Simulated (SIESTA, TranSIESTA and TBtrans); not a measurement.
Junction: Ta chain with one bond stretched by 2.0 Å. Leads: straight Ta chain, spacing 2.35 Å. Geometry: as built, not relaxed. Transport runs along z; the first 6 and the last 6 of the 20 atoms are the lead cells, repeated to infinity.

```xyz
20
Lattice="9.000 0.000 0.000 0.000 9.000 0.000 0.000 0.000 49.000" Properties=species:S:1:pos:R:3 pbc="F F T"
Ta     4.500     4.500     0.000
Ta     4.500     4.500     2.350
Ta     4.500     4.500     4.700
Ta     4.500     4.500     7.050
Ta     4.500     4.500     9.400
Ta     4.500     4.500    11.750
Ta     4.500     4.500    14.100
Ta     4.500     4.500    16.450
Ta     4.500     4.500    18.800
Ta     4.500     4.500    21.150
Ta     4.500     4.500    25.500
Ta     4.500     4.500    27.850
Ta     4.500     4.500    30.200
Ta     4.500     4.500    32.550
Ta     4.500     4.500    34.900
Ta     4.500     4.500    37.250
Ta     4.500     4.500    39.600
Ta     4.500     4.500    41.950
Ta     4.500     4.500    44.300
Ta     4.500     4.500    46.650
```
Starting moments (μB): atom 7 +1, atom 8 +1, atom 9 +1, atom 10 +1, atom 11 +1, atom 12 +1, atom 13 +1, atom 14 +1; lead atoms +1 (left) and +1 (right).

Run with TranSIESTA and TBtrans (open boundaries, self-consistent; PseudoDojo norm-conserving potentials, scalar-relativistic): Spin polarized, PAO.BasisSize DZP, PAO.EnergyShift 0.15 eV, XC.Authors PBE, Mesh.Cutoff 200 Ry, ElectronicTemperature 300 K, TS.Voltage 0.0 eV, TBT.Elecs.Eta 0.001 eV.

Energies count from the leads' Fermi level. Transmissions are for each spin. The energy step is 0.01 eV; narrower resonances are cut or missed.

| E (eV) | T up | T down |
|---|---|---|
| -0.20 | 0.640 | 0.661 |
| -0.15 | 0.652 | 0.674 |
| -0.10 | 0.663 | 0.689 |
| -0.05 | 0.674 | 0.705 |
| 0.00 | 0.684 | 0.723 |
| 0.05 | 0.695 | 0.741 |
| 0.10 | 0.705 | 0.760 |
| 0.15 | 0.715 | 0.779 |
| 0.20 | 0.725 | 0.798 |

Problem. Give the zero-bias conductance in μS and the resistance at 300 K.

Solution. At the Fermi level the mean of both spins is (0.684 + 0.723)/2 = 0.704. Averaged with −∂f/∂E over the full grid (kT = 25.9 meV) it is 0.704. With G0 = 2e²/h = 77.48 μS, G = 54.5 μS and R = 1/G = 18.3 kΩ.

Problem. The eigenchannels at the Fermi level (both spins) transmit 0.663, 0.00760, 0.00760, 0.711, 0.00560, 0.00560. What Fano factor of the shot noise follows at low temperature and bias?

Solution. F = Σ τ(1 − τ)/Σ τ = 0.455/1.40 = 0.33.

The magnetic order of the leads was set by the start, and no other order was tried; the separate lead runs end at 1.06 (left) and 1.06 (right) μB an atom. The straight chain is held at its spacing; free chains may zigzag or dimerise. Spin-orbit coupling, left out here, matters for the heavy atoms.
